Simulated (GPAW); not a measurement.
GPAW run on a defect of Li (1 atoms in the cell): self-consistent single point.

Computed with PBEsol, GPAW PAW datasets PBEsol (made by gpaw-setup) (plane waves; GPAW).

The change in words: 2 x 1 x 1 supercell, one Li atom taken out, nothing relaxed; kpts: 13 13 13 → 7 13 13. Reference geometry:
```xyz
1
Lattice="-1.7502 1.7502 1.7502 1.7502 -1.7502 1.7502 1.7502 1.7502 -1.7502" Properties=species:S:1:pos:R:3 pbc="T T T"
Li     0.0000     0.0000     0.0000
```

Reference input (self-consistent single point, DFT PBEsol, plane waves, GPAW PAW datasets PBEsol (made by gpaw-setup)): mode = pw; ecut = 550 eV; xc = PBEsol; kpts = 13 13 13; mesh shift (steps) = 0 0 0; occupations.name = methfessel-paxton; occupations.width = 0.1 eV; occupations.order = 0; nbands = -5; convergence.forces = 0.001 eV/Å; symmetry.symmorphic = false; symmetry.tolerance = 0.0005. This run's input differs from it in these lines:

```diff
@@ -5,6 +5,6 @@
 atoms = Atoms(['Li'],
-              cell=[[-1.750235, 1.750235, 1.750235],
+              cell=[[-3.500470, 3.500470, 3.500470],
                     [1.750235, -1.750235, 1.750235],
                     [1.750235, 1.750235, -1.750235]],
-              positions=[[0.000000, 0.000000, 0.000000]],
+              positions=[[-1.750235, 1.750235, 1.750235]],
               pbc=True)
@@ -13,3 +13,3 @@
             xc='PBEsol',
-            kpts=(13, 13, 13),
+            kpts=(7, 13, 13),
             occupations={'name': 'methfessel-paxton', 'width': 0.1, 'order': 0},
```

The program printed (abridged):

```
     iter     time        total  log10-change:
                         energy   eigst   dens  force
iter:   1 --:--:--    -1.467255
iter:   2 --:--:--    -1.467872   -1.75  -0.83
iter:   3 --:--:--    -1.465925   -2.47  -0.85
iter:   4 --:--:--    -1.466511   -3.04  -1.34
iter:   5 --:--:--    -1.466621   -3.69  -1.82
iter:   6 --:--:--    -1.466587c  -5.22  -2.06
iter:   7 --:--:--    -1.466587c  -6.64  -3.03
iter:   8 --:--:--    -1.466586c  -7.85c -3.03
iter:   9 --:--:--    -1.466586c  -7.91c -3.70
iter:  10 --:--:--    -1.466586c  -9.33c -4.78c
iter:  11 --:--:--    -1.466586c  -9.40c -4.81c -24.73c
Converged after 11 iterations.

Dipole moment: (0.000000, -0.000000, 0.000000) |e|*Ang

Energy contributions relative to reference atoms: (reference = -201.035873)

Kinetic:         +0.889356
Potential:       -0.955377
External:        +0.000000
XC:              -1.399102
Entropy (-ST):   -0.003000
Local:           +0.000036
SIC:             +0.000000
--------------------------
Free energy:     -1.468086
Extrapolated:    -1.466586

Showing only first 2 kpts
 Kpt  Band  Eigenvalues  Occupancy
  0     0     -3.63763    2.00000
  0     1      1.07318    0.00000

  1     0     -3.52141    2.00000
  1     1      1.21470    0.00000

Fermi level: -1.26295

No gap
No difference between direct/indirect transitions
Energy (eV): -1.466586

Forces in eV/Ang:
  0 Li    0.00000    0.00000    0.00000

Stress tensor:
     0.005349    -0.000008    -0.000008
    -0.000008     0.004030     0.005674
    -0.000008     0.005674     0.004030
Stress (GPa, Voigt): [ 0.857   0.6456  0.6456  0.9091 -0.0012 -0.0012]
```

The run converged in 11 iterations. GPAW prints stress with tension positive. Against the reference run the free energy rises by 496 meV/atom.

The starting cell has typed, rounded lattice constants, without a prior relaxation at this level. Its lattice was rescaled by up to half a per cent.

Cost on one core of a shared machine: roughly 60 s.
